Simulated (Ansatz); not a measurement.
Given:

```
CELL_PARAMETERS angstrom
      2.50651     0.00000     0.00000
      0.00000     2.50651     0.00000
      1.25325    -1.25325     1.79854
ATOMIC_POSITIONS crystal
  B  0.00000 0.00000 0.00000
  N  0.75000 0.75000 0.50000
```

No spin polarisation.

Calculations: DFT with LDA, PAW potentials and a 420 eV plane-wave cutoff in Ansatz (a quantum-chemistry and plane-wave program), no SOC. k-mesh 16×16×16 (Γ-centred); smearing 0.05 eV (Fermi–Dirac).

Task: Predict the pressure and valence-band top at Γ.

Result: The pressure (mean of the normal stresses, compression positive) comes out as 64.0 kbar and the valence-band top at Γ (three highest levels, from the VBM) comes out as 0.00, 0.00, -0.15 eV.

The levels and masses belong to the bands next to the band gap. The cells carry an imposed strain or load. No phonon test of stability was made. The cell was made from BN in the zinc blende structure (space group F-43m, No. 216) by this change: biaxial strain −1.00 %, plane normal [001], relaxed out of plane.
